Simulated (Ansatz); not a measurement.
Start from TaN in the rock salt structure (space group Fm-3m, No. 225; a = 4.417 Å).

Perturbation: the cell is scaled by 0.9809 in all directions, atoms relaxed at fixed cell.

Levels (all Ansatz, a quantum-chemistry and plane-wave program, PAW): PBE (420 eV, no spin-orbit coupling); PBE+SOC (420 eV, spin-orbit coupling included).

The geometry is relaxed with PBE.

| Property | Value |
|---|---|
| PBE pressure | 21.7 GPa |

With PBE+SOC at the same geometry, the pressure decreases by 0.2 GPa (21.7 GPa → 21.5 GPa).

Single points use the geometry relaxed with PBE. The spin-orbit shifts are approximate. The cells carry an imposed strain or load. Stability against distortions was not tested. The runs without spin-orbit coupling are not spin-polarised. This is not the structure that TaN has at room temperature and ambient pressure.
